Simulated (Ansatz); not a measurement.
L1₀ (CuAu-type) CuAu was calculated with r²SCAN (plane waves, PAW; Ansatz, a program for electronic structure).

Settings: plane-wave cutoff 560 eV, 20×20×16 k mesh (along the axes of the cell as run), Fermi–Dirac smearing 0.05 eV, no spin polarisation, scalar-relativistic PAW data made under PBE.

Cell (relaxed at this level):

```
AuCu
1.0
    2.84657     0.00000     0.00000
    0.00000     2.84657     0.00000
    0.00000     0.00000     3.58631
Cu Au
1 1
Cartesian
  0.00000   0.00000   0.00000
  1.42329   1.42329   1.79316
```

**Question.** Predict the bulk modulus and pressure derivative B′ of the bulk modulus.

**Answer.** 
* **bulk modulus**: 157 GPa
* **pressure derivative B′ of the bulk modulus**: 5.5

The run finds no gap.

Note: the bulk modulus comes from volumes at which shape and atoms were relaxed.

Spin–orbit coupling is not included; it can shift volumes and moduli of such heavy elements.

Computing time: roughly 20 core-minutes.
